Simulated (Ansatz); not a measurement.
The starting structures come from a database of crystals and need not be the phases stable at ambient conditions.

 Where the default PAW files enter, the runs use the earlier of Ansatz's two default sets.

Input:

```yaml
crystal:
  lattice:
    - [3.91308, 0.00000, 0.00000]
    - [0.00000, 6.49416, 0.00000]
    - [0.00000, 0.00000, 7.72503]
  atoms:
    - { symbol: Pb, position: [0.75000, 0.25632, 0.89761] }
    - { symbol: Pb, position: [0.25000, 0.74368, 0.10239] }
    - { symbol: Pb, position: [0.25000, 0.24368, 0.39761] }
    - { symbol: Pb, position: [0.75000, 0.75632, 0.60239] }
    - { symbol: F, position: [0.75000, 0.47818, 0.15240] }
    - { symbol: F, position: [0.25000, 0.52182, 0.84760] }
    - { symbol: F, position: [0.25000, 0.02182, 0.65240] }
    - { symbol: F, position: [0.75000, 0.97818, 0.34760] }
    - { symbol: F, position: [0.25000, 0.64110, 0.43103] }
    - { symbol: F, position: [0.75000, 0.35890, 0.56897] }
    - { symbol: F, position: [0.75000, 0.85890, 0.93103] }
    - { symbol: F, position: [0.25000, 0.14110, 0.06897] }
```

Space group of this cell: Pnma. The cell was relaxed by PBE-D3(BJ); by r2SCAN its mean pressure is -1.8 GPa.

Transport runs along the normal of the first two printed cell vectors.

No gap correction and no spin-orbit coupling; mid-gap values are interpolated between computed energies.

Estimate the band gap and the smallest decay constant κ at mid-gap that r2SCAN (Ansatz, a first-principles code) returns for this system.

Gap 4.82 eV on a 8×6×4 mesh; κ = 0.481 1/Å, at the zone centre.
